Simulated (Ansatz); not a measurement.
What 5 layers does to Eu

Take Eu in the bcc (W type) structure (space group Im-3m, No. 229; a = 4.447 Å; ferromagnetic) as the base. Axes: x, y, z lie along the cube axes.

One thing is altered: a free-standing slab of 5 layers (5 atoms, 1 a layer) is cut normal to [110], with 15 Å of vacuum and the in-plane cell held at bulk.

Calculations: Kohn–Sham DFT with the r2SCAN functional, run in Ansatz (an electronic-structure program) with PAW and 500 eV plane waves, no spin-orbit coupling. Settings: 13×13×1 k-points, 0.05 eV Fermi–Dirac smearing, for the changed cell.

The layer's space group (with vacuum) amounts to Cmmm (No. 65) and the band gap remains zero. The magnetic state remains ferromagnetic and the largest site moment stays essentially unchanged (7.32 μB against 7.30 μB). The excess energy per area of both faces (slab less bulk energy over the cell's area: twice a surface energy) is 1.03 J/m² (uncertain by up to 0.06 J/m²) and the change of the spacing d12 from its bulk value of 3.145 Å is -5.9 %. The change of the spacing d23 from its bulk value of 3.145 Å is +2.2 %.

Other magnetic orders, which the real material may have, were not ruled out. The state of the 4f shell was not checked for lower solutions. The excess energy carries the mismatch between the slab's and the bulk's meshes. Stability against distortions was not tested.
